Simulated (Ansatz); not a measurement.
## Si, response to strain

Base system: Si in the diamond structure (space group Fd-3m, No. 227; a = 5.402 Å).

Strains are applied to the cell and any free atomic positions relax.

Level of theory: Kohn–Sham DFT with the LDA functional, run in Ansatz (an electronic-structure program) with PAW and 420 eV plane waves, no spin-orbit coupling.

Base values:

The band gap is 0.45 eV.

Task: The aim is a band gap between 0.23 eV and 0.30 eV. Which of these changes reaches it?
(A) isotropic strain +1.50 %
(B) isotropic strain −3.00 %
(C) isotropic strain −1.00 %
(D) isotropic strain +3.00 %

Result: B, isotropic strain −3.00 %. It gives 0.27 eV; isotropic strain −1.00 % gives 0.39 eV; isotropic strain +3.00 % gives 0.59 eV; isotropic strain +1.50 % gives 0.52 eV. Changes not listed may reach it too

Whether these cells are dynamically stable was not tested. A zero or small gap of Si under isotropic strain −3.00 % can be the functional's error rather than a property of the material.
